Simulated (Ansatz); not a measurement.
```
GaN
1.0
    3.21837     0.00000     0.00000
   -1.60919     2.78719     0.00000
    0.00000     0.00000     5.24317
Ga N
2 2
Cartesian
  1.60919   0.92906   2.61705
  0.00000   1.85813   5.23864
  1.60919   0.92906   4.59231
  0.00000   1.85813   1.97072
```

Levels: band masses from PBE with spin-orbit coupling, rigid bands run with Ansatz (a first-principles code); dielectric response from LDA (Ansatz).

### Question
Estimate the Fröhlich constants and the polar-limited mobilities at 300 K.

### Answer
electrons: mass 0.166 mₑ, α = 0.38, about 3600 cm²/(V·s) by the iterated Boltzmann equation for weak coupling; holes: mass 1.60 mₑ, α = 1.17, intermediate coupling to a stiff mode, where neither simple mobility formula holds (ε∞ 5.7, static ε 10.1, LO 91 meV).

Model: isotropic Fröhlich coupling of one parabolic band to one effective longitudinal optical (LO) phonon, from the dielectric constants and phonon modes at the zone centre, chosen so that α equals the sum over the polar modes. Acoustic, nonpolar, intervalley and impurity scattering are left out, and they lower the mobility further; with several valleys or bands the averaged mass is a rough stand-in. Semilocal functionals tend to overestimate ε∞, which makes α low and the mobility high.
